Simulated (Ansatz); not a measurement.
## Pressure series in BeTe

Start from BeTe in the zinc blende structure (space group F-43m, No. 216; a = 5.664 Å).

Cell and atoms are relaxed at each pressure.

Level of theory: PBE (Ansatz, an electronic-structure program), no spin-orbit coupling.

| P (GPa) | V (Å³/atom) |
|---|---|
| -2.01 | 23.600 |
| -1.01 | 23.135 |
| 0.30 | 22.592 |
| 0.70 | 22.438 |
| 1.49 | 22.147 |
| 3.00 | 21.641 |
| 5.00 | 21.047 |
| 7.50 | 20.401 |
| 10.00 | 19.837 |

A third-order Birch–Murnaghan fit to these points gives V₀ = 22.71 Å³/atom, B₀ = 56 GPa and B₀′ = 4.0. At pressure 10 GPa the volume is 87.3 % of V₀.

Measured bulk modulus of BeTe: 67 GPa (room temperature; as listed in Elmahjoubi et al., arXiv (2023)); the computed value is for a static lattice, so the two differ by thermal effects too.

Between the base and pressure 5 GPa the gap moves from 2.03 eV to 1.84 eV, a mean slope of -38 meV/GPa.

With Te present, leaving out spin-orbit coupling can change the band edges. Load acts through the strain it causes; cell and atoms are relaxed under it. Stability against distortions was not tested. No other phases were tried under pressure.
